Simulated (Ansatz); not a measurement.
# Cubic perovskite CsSrF₃

These are r²SCAN+rVV10 (Ansatz, a first-principles code, PAW) values and carry that method's errors.

Numerical settings: plane-wave cutoff 560 eV, 8×8×8 k mesh, Fermi–Dirac smearing 0.01 eV, scalar-relativistic PAW data made under PBE.

Cell: relaxed at this level.

* **equilibrium volume per atom**: 21.22 Å³/atom
* **bulk modulus**: 47.5 GPa
* **band gap**: 7.14 eV
* **equilibrium lattice constant a**: 4.734 Å
* **pressure derivative B′ of the bulk modulus**: 4.8

Note: the relaxation could not lower the start's symmetry, so the cell can be a saddle point above a distorted one.

Spin–orbit coupling is not included.

The computed numbers hold no vibrational or temperature effects.

Computing time: about 3 core-minutes (a rough figure).
